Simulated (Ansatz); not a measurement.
Base system: NbAgO$_{3}$ in the cubic perovskite structure (space group Pm-3m, No. 221; a = 3.9502 Å; a cell from a computed database, its experimental status unchecked).

Calculations: PBEsol (Ansatz, a quantum-chemistry and plane-wave program), without spin-orbit coupling, earlier PAW set.

One change was made to it. Results:

```csv
quantity,base,after
band gap,1.40 eV,1.42 eV
shortest interatomic distance,1.975 Å,1.966 Å
```

**Question.** Name the change that was made.
(A) pressure −2 GPa
(B) pressure 7.5 GPa
(C) pressure 10 GPa
(D) pressure 3 GPa

**Answer.** D, pressure 3 GPa. For comparison, the shortest interatomic distance in the other runs: pressure 10 GPa gives 1.947 Å; pressure 7.5 GPa gives 1.953 Å; pressure −2 GPa gives 1.982 Å.

Load acts through the strain it causes; cell and atoms are relaxed under it. No phonon test of stability was made. Competing high-pressure phases were not computed. Many cubic perovskites are stable only at high temperature; tilts and polar distortions were not tested.
